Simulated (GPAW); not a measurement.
Input and output of a self-consistent single point for CrCo3 (Pm-3m, 4 atoms in the cell) (GPAW).

Method: LDA (Perdew-Wang 92), GPAW PAW datasets LDA (gpaw-data 1.0.1) (plane waves; GPAW).

The change in words: lattice scaled by 0.98. Reference geometry:
```xyz
4
Lattice="3.4932 0.0000 0.0000 0.0000 3.4932 0.0000 0.0000 0.0000 3.4932" Properties=species:S:1:pos:R:3 pbc="T T T"
Cr     0.0000     0.0000     0.0000
Co     1.7466     1.7466     0.0000
Co     0.0000     1.7466     1.7466
Co     1.7466     0.0000     1.7466
```
Moments meant for the start (each program seeds them in its own way; μB, in the order of the atoms Cr Co Co Co): 3.0 3.0 3.0 3.0.

Reference input (self-consistent single point, DFT LDA (Perdew-Wang 92), plane waves, GPAW PAW datasets LDA (gpaw-data 1.0.1)): spinpol = true; mode = pw; ecut = 800 eV; xc = LDA; kpts = 9 9 9; mesh shift (steps) = 0 0 0; occupations.name = methfessel-paxton; occupations.width = 0.1 eV; occupations.order = 0; nbands = -10; convergence.density = 1e-05 e/electron; symmetry.symmorphic = false. This run's input differs from it in these lines:

```diff
@@ -5,9 +5,9 @@
 atoms = Atoms(['Cr', 'Co', 'Co', 'Co'],
-              cell=[[3.493242, 0.000000, 0.000000],
-                    [0.000000, 3.493242, 0.000000],
-                    [0.000000, 0.000000, 3.493242]],
+              cell=[[3.423377, 0.000000, 0.000000],
+                    [0.000000, 3.423377, 0.000000],
+                    [0.000000, 0.000000, 3.423377]],
               positions=[[0.000000, 0.000000, 0.000000],
-                         [1.746621, 1.746621, 0.000000],
-                         [0.000000, 1.746621, 1.746621],
-                         [1.746621, 0.000000, 1.746621]],
+                         [1.711688, 1.711688, 0.000000],
+                         [0.000000, 1.711688, 1.711688],
+                         [1.711688, 0.000000, 1.711688]],
               pbc=True)
```

Log, with long lists cut:

```
     iter     time        total  log10-change:  magmom
                         energy   eigst   dens
iter:   1 --:--:--   -36.650128                   +12.0065
iter:   2 --:--:--   -37.777318   -0.86  -1.41    +8.5606
iter:   3 --:--:--   -39.525398   -1.59  -1.48    +2.0215
iter:   4 --:--:--   -39.273189   -1.77  -1.41    +1.3310
iter:   5 --:--:--   -39.597649   -2.06  -1.48    +1.0454
iter:   6 --:--:--   -39.038434   -0.96  -1.38    +0.6891
iter:   7 --:--:--   -39.016313   -2.57  -1.87    +0.3605
iter:   8 --:--:--   -39.020927   -1.93  -1.93    +0.3154
iter:   9 --:--:--   -39.010391c  -2.35  -2.17    +0.1693
   [... lines left out ...]
iter:  57 --:--:--   -39.012856c  -6.69  -4.01    -0.1095
iter:  58 --:--:--   -39.012848c  -7.20  -4.46    -0.1141
iter:  59 --:--:--   -39.012867c  -6.38  -4.55    -0.1020
iter:  60 --:--:--   -39.012870c  -7.05  -4.15    -0.0998
iter:  61 --:--:--   -39.012872c  -8.04c -4.24    -0.1012
iter:  62 --:--:--   -39.012888c  -6.64  -4.36    -0.1095
iter:  63 --:--:--   -39.012888c  -7.37  -4.37    -0.1119
iter:  64 --:--:--   -39.012889c  -7.51c -4.46    -0.1101
iter:  65 --:--:--   -39.012885c  -7.79c -4.46    -0.1099
iter:  66 --:--:--   -39.012885c  -8.37c -4.85    -0.1104
iter:  67 --:--:--   -39.012885c  -8.36c -5.06c   -0.1093
Converged after 67 iterations.

Dipole moment: (-0.000004, -0.000004, -0.000004) |e|*Ang

Total magnetic moment: (0.000000, 0.000000, -0.109256)
Local magnetic moments:
   0 Cr ( 0.000000,  0.000000, -0.622354)
   1 Co ( 0.000000,  0.000000,  0.185594)
   2 Co ( 0.000000,  0.000000,  0.185594)
   3 Co ( 0.000000,  0.000000,  0.185594)

Energy contributions relative to reference atoms: (reference = -142041.483474)

Kinetic:        +16.313626
Potential:      -16.439096
External:        +0.000000
XC:             -38.880618
Entropy (-ST):   -0.024918
Local:           +0.005661
SIC:             +0.000000
--------------------------
Free energy:    -39.025344
Extrapolated:   -39.012885

Spin contamination: 0.565270 electrons
Showing only first 2 kpts
                      Up                     Down
   [... lines left out ...]
Fermi level: 11.88150
No gap
   [... lines left out ...]
Energy (eV): -39.012885

Forces in eV/Ang:
  0 Cr    0.00000   -0.00000    0.00000
  1 Co    0.00000    0.00000    0.00000
  2 Co    0.00000    0.00000   -0.00000
  3 Co   -0.00000    0.00000    0.00000

Stress tensor:
     0.024406    -0.000000     0.000000
    -0.000000     0.024406     0.000000
     0.000000     0.000000     0.024406
Stress (GPa, Voigt): [ 3.9102  3.9102  3.9102  0.      0.     -0.    ]
```

The run converged in 67 iterations. GPAW prints stress with tension positive. Against the reference run the free energy goes down by 41.8 meV/atom, the pressure goes from -16.55 to -3.91 GPa and the size of the net moment goes from 0.13 to 0.03 μB/atom.

The starting cell comes from a database of computed structures (which also holds hypothetical and non-ambient phases and stackings), without a prior relaxation at this level. Its lattice was rescaled by a random factor within 2.5 % of one. For this run, on top of that: lattice scaled by 0.98. The moments shrank to a small part of their start, a low-spin state that need not be the lowest. With a pressure of about -4 GPa the cell is away from its equilibrium volume at this level.

Cost on one core of a shared machine: roughly 4 min.
